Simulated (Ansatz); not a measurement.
Pressure series in hypothetical P-6m2 GaN

Base system: GaN (space group P-6m2, No. 187; a = 2.980 Å, c = 2.685 Å; a hypothetical phase, not in the database extracts checked).

Cell and atoms are relaxed at each pressure.

The values are results of Kohn–Sham DFT with the PBE functional, run in Ansatz (a first-principles code) with PAW and 420 eV plane waves, no spin-orbit coupling, not measurements.

Notes on the quantities. enthalpy: H = E + PV relative to the base's energy.

```
change                 enthalpy  shortest interatomic distance
----------------  -------------  -----------------------------
base                          –                        2.182 Å
pressure −2 GPa   -0.13 eV/atom                        2.191 Å
pressure −1 GPa   -0.06 eV/atom                            [?]
pressure 0.3 GPa  +0.02 eV/atom                        2.181 Å
pressure 0.7 GPa  +0.04 eV/atom                        2.179 Å
pressure 1.5 GPa  +0.10 eV/atom                        2.176 Å
pressure 3 GPa    +0.19 eV/atom                        2.170 Å
pressure 5 GPa    +0.32 eV/atom                            [?]
pressure 7.5 GPa  +0.47 eV/atom                            [?]
pressure 10 GPa   +0.63 eV/atom                            [?]
```

Q: What belongs in the blanks?

A: 
- pressure −1 GPa, shortest interatomic distance: 2.186 Å
- pressure 5 GPa, shortest interatomic distance: 2.162 Å
- pressure 7.5 GPa, shortest interatomic distance: 2.153 Å
- pressure 10 GPa, shortest interatomic distance: 2.145 Å

Load acts through the strain it causes; cell and atoms are relaxed under it. No phonon test of stability was made. Competing high-pressure phases were not computed. The final runs are not spin-polarised.
